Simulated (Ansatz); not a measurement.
Ansatz (an electronic-structure program) run on YbAgBi (P3m1, 6 atoms in the cell): self-consistent single point.

Method of the run: PBEsol, default PAW files made with PBE (plane waves; Ansatz).

The change in words: lattice scaled by 0.98; kpoints.mp_grid.grid: 7 7 3 → 4 4 3. Reference geometry:
```
CELL_PARAMETERS angstrom
      4.90253     0.00000     0.00000
     -2.45126     4.24572     0.00000
      0.00000     0.00000     7.86045
ATOMIC_POSITIONS crystal
  Yb 0.00000 0.00000 0.75555
  Yb 0.00000 0.00000 0.24919
  Ag 0.33333 0.66667 0.56885
  Ag 0.66667 0.33333 0.06885
  Bi 0.33333 0.66667 0.96596
  Bi 0.66667 0.33333 0.46596
```

Reference input (self-consistent single point, DFT, PBEsol, plane waves, default PAW files made with PBE): basis.ecutwfc = 420 eV; kpoints.mp_grid.grid = 7 7 3; hamiltonian.xc = pbesol; hamiltonian.pseudopotentials = {kind: paw} (the program's default PAW files); scf.occupations.method = gaussian; scf.occupations.width = 0.1 eV. This run's input differs from it in these lines:

Ansatz 0.2 input:
```diff
@@ -3,5 +3,5 @@
   lattice:
-    - [4.902531, 0.000000, 0.000000]
-    - [-2.451265, 4.245716, 0.000000]
-    - [0.000000, 0.000000, 7.860447]
+    - [4.804480, 0.000000, 0.000000]
+    - [-2.402240, 4.160802, 0.000000]
+    - [0.000000, 0.000000, 7.703238]
   atoms:
@@ -16,3 +16,3 @@
 kpoints:
-  mp_grid: { grid: [7, 7, 3] }
+  mp_grid: { grid: [4, 4, 3] }
 hamiltonian:
```

Output, abridged:

```
SCF iter   1: F=—  HF=-66884.659053 eV  |F-HF|=—  |Δ(HF+E_count)|=         —  Δρ=9.12e-3  dr2=1.41e-1  ethr=1.77e-3  ⟨swp⟩=6.8  Hψ=2721  notcnv=0  defer=6
all-band conjugate gradients solve this SCF's bands
preconditioner: auto → Resta (q_TF=auto, 2.602 Å⁻¹)
SCF iter   2: F=—  HF=-66884.635459 eV  |F-HF|=—  |Δ(HF+E_count)|=   2.36e-2  Δρ=2.97e-3  dr2=1.82e-2  ethr=1.22e-4  ⟨swp⟩=2.6  Hψ=1272  notcnv=0  defer=7
   [... lines left out ...]
SCF iter   5: F=—  HF=-66884.631448 eV  |F-HF|=—  |Δ(HF+E_count)|=   3.79e-6  Δρ=2.26e-4  dr2=8.26e-5  ethr=1.17e-7  ⟨swp⟩=2.1  Hψ=1121  notcnv=0  defer=7
SCF iter   6: F=—  HF=-66884.631417 eV  |F-HF|=—  |Δ(HF+E_count)|=   3.05e-5  Δρ=8.23e-5  dr2=1.47e-5  ethr=7.12e-8  ⟨swp⟩=2.1  Hψ=759  notcnv=0  defer=7
SCF iter   7: F=—  HF=-66884.631416 eV  |F-HF|=—  |Δ(HF+E_count)|=   1.50e-6  Δρ=1.45e-5  dr2=5.19e-7  ethr=1.27e-8  ⟨swp⟩=2.0  Hψ=1029  notcnv=0  defer=7
SCF iter   8: F=-66884.631416 eV  HF=-66884.631416 eV  |F-HF|=1.87e-8  |Δ(HF+E_count)|=   2.71e-8  Δρ=5.28e-6  dr2=5.27e-8  ethr=8.62e-11  ⟨swp⟩=13.2  Hψ=4370  notcnv=0
SCF 1 converged in 8 iterations: F = -66884.631416 eV  dr2 = 5.27e-8
Free energy (F): -66884.631416 eV
Internal energy: -66884.626981 eV  (E = F + TS)
E sigma→0 (E₀):  -66884.629198 eV
Entropy (-TS):   -0.004435 eV (-0.739 meV/atom)
Fermi energy:    13.874581 eV
--- Forces (eV/Å), atoms counted from 1 ---
  atom   1  Yb     0.00000000    -0.00000000    -0.20155271
  atom   2  Yb     0.00000000     0.00000000     0.04491774
  atom   3  Ag     0.00000000    -0.00000000    -0.02383431
  atom   4  Ag    -0.00000000     0.00000000    -0.03012305
  atom   5  Bi     0.00000000    -0.00000000     0.10731225
  atom   6  Bi     0.00000000     0.00000000     0.10328251
--- Stress (GPa, compression-positive) ---
       -0.554213       0.000000       0.000000
        0.000000      -0.554213       0.000000
        0.000000       0.000000      -2.303151
  P = ⅓ Tr σ = -1.1372 GPa (-11.372 kbar)
  The stress holds the Pulay correction. Without it, at fixed plane waves, as pw.x and ABINIT print it: P = -1.1827 GPa
```

The run converged in 8 iterations. Against the reference run the free energy falls by 16.9 meV/atom, the pressure goes from -3.87 to -1.14 GPa and the largest force goes from 0.195 to 0.202 eV/Å.

The starting cell comes from a database of computed structures (which also holds hypothetical and non-ambient phases and stackings), without a prior relaxation at this level. Its lattice was rescaled by up to half a per cent. One atom was moved a little off its site on purpose. For this run, on top of that: lattice scaled by 0.98. Spin polarisation is off. Ansatz's pressure includes its estimate of the finite-basis (Pulay) stress.
